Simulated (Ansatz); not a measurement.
Worked example: relaxation of cell and atoms of YSi₂Rh₂ (I4/mmm, 5 atoms in the cell) in Ansatz (a quantum-chemistry and plane-wave program).

Method: LDA (PW92), default PAW files made with PBE (plane waves; Ansatz).

```
Y(SiRh)2
1.0
   -2.02689     2.02689     4.99458
    2.02689    -2.02689     4.99458
    2.02689     2.02689    -4.99458
Y Si Rh
1 2 2
Cartesian
  0.00000   0.00000   0.00000
  0.00000   0.00000   6.21696
  0.00000   0.00000   3.77221
  2.02689   0.00000   2.49729
  0.00000   2.02689   2.49729
```

Reference input (self-consistent single point, DFT, LDA (PW92), plane waves, default PAW files made with PBE): basis.ecutwfc = 30.9 Ry; kpoints.mp_grid.grid = 11 11 11; hamiltonian.xc = lda; hamiltonian.pseudopotentials = {kind: paw} (the program's default PAW files); scf.occupations.method = cold; scf.occupations.width = 0.01 Ry. This run's input differs from it in these lines:

```diff
@@ -20,2 +20,4 @@
   occupations: { method: cold, width: 0.01 Ry }
+relax:
+  cell: {}
 output:
```

Output (repeated stretches shortened):

```
   [... SCF lines of the steps left out ...]
relax step   1: F+E_penalty+E_count = -17526.01982594 eV  Δ(F+E_penalty+E_count) = +0.000e0 eV  max|allowed force component| = 2.514e-1 eV/Å  Δτ_max = 0.0000 Å  P = -8.138 GPa  Ω = 82.077 Å³  (7 SCF iters, dr2 threshold 1.00e-7 eV, accepted)
relax step   2: F+E_penalty+E_count = -17526.10935261 eV  Δ(F+E_penalty+E_count) = -8.953e-2 eV  max|allowed force component| = 8.804e-2 eV/Å  Δτ_max = 0.0167 Å  P = +2.787 GPa  Ω = 76.948 Å³  energy of the carried Pulay correction = +1.751e-3 eV  [...]
relax step   3: F+E_penalty+E_count = -17526.12437067 eV  Δ(F+E_penalty+E_count) = -1.502e-2 eV  max|allowed force component| = 7.839e-3 eV/Å  Δτ_max = 0.0108 Å  P = -0.243 GPa  Ω = 78.245 Å³  energy of the carried Pulay correction = +1.297e-3 eV  [...]
relax step   4: F+E_penalty+E_count = -17526.12460275 eV  Δ(F+E_penalty+E_count) = -2.321e-4 eV  max|allowed force component| = 8.483e-3 eV/Å  Δτ_max = 0.0007 Å  P = -0.020 GPa  Ω = 78.148 Å³  energy of the carried Pulay correction = +1.331e-3 eV  [...]
relax step   5: F+E_penalty+E_count = -17526.12339506 eV  Δ(F+E_penalty+E_count) = +1.208e-3 eV  max|allowed force component| = 8.262e-3 eV/Å  Δτ_max = 0.0000 Å  P = -0.028 GPa  Ω = 78.148 Å³  stress off target by 4.49e-2 GPa  SCF on the basis [...]
basis re-selected at this cell: Δ(F+E_penalty+E_count) = +1.208e-3 eV, ΔP = -0.008 GPa vs the last step
the relaxation is at rest under the 16 symmetry operations that the run kept from its start: a minimum is not shown …
Stability not checked (fill_not_monotonic)
Free energy (F): -17526.123395 eV
Internal energy: -17526.121298 eV  (E = F + TS)
   [... lines left out ...]
Fermi energy:    15.606665 eV
  cell:  # Å, volume = 78.1485 Å³
   [... lines left out ...]
    - { symbol: Si, position: [0.6217141621996946, 0.6217141621996946, 1.1191427636877498e-34] }
    - { symbol: Si, position: [0.3782858378003052, 0.3782858378003052, 1.2019912301764795e-34] }
    - { symbol: Rh, position: [0.25, 0.7499999999999999, 0.49999999999999994] }
    - { symbol: Rh, position: [0.7499999999999999, 0.25, 0.49999999999999994] }
```

The run converged. 

Summary of the result:
* **Free energy E − TS (on the zero of these files)**: -17526.1234 eV
* **Fermi level (on the code's own zero)**: 15.61 eV
* **Pressure**: -0.03 GPa
* **Largest force (vector length)**: 0.008 eV/Å
* **Final cell**: a = 5.6727 Å, b = 5.6727 Å, c = 5.6727 Å, α = 138.89°, β = 138.89°, γ = 59.55°
* **Final volume per atom**: 15.63 Å³
* **Relaxation steps**: 5

The starting cell comes from a database of computed structures (which also holds hypothetical and non-ambient phases and stackings), without a prior relaxation at this level. Its lattice was rescaled by a random factor within 2.5 % of one. Spin polarisation is off. The relaxation keeps the symmetry of its start, so its end need not be a minimum. Ansatz's pressure includes its estimate of the finite-basis (Pulay) stress.

Cost on one core of a shared machine: roughly 70 s.

Keys are those of Ansatz 0.2.
